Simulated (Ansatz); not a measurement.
The reference is ZrN in the rock salt structure (space group Fm-3m, No. 225; a = 4.5947 Å).

All numbers come from Kohn–Sham DFT with the PBE functional, run in Ansatz (a first-principles code) with PAW and 420 eV plane waves, no spin-orbit coupling.

Base values:

```
Property                Value
-------------------  --------
Lattice parameter a  459.5 pm
```

It is then changed as follows: every Zr is replaced by Hf, then cell and atoms are relaxed.

Tabulated Pauling electronegativity and covalent radius: Zr 1.33, 1.75 Å; Hf 1.30, 1.75 Å.

Q: Estimate the effect on the lattice parameter a.

A: The lattice parameter a drops by 4.7 pm, from 459.5 pm to 454.8 pm.

Whether these cells are dynamically stable was not tested. The final runs are not spin-polarised. An odd electron count without spin: HfN and ZrN.
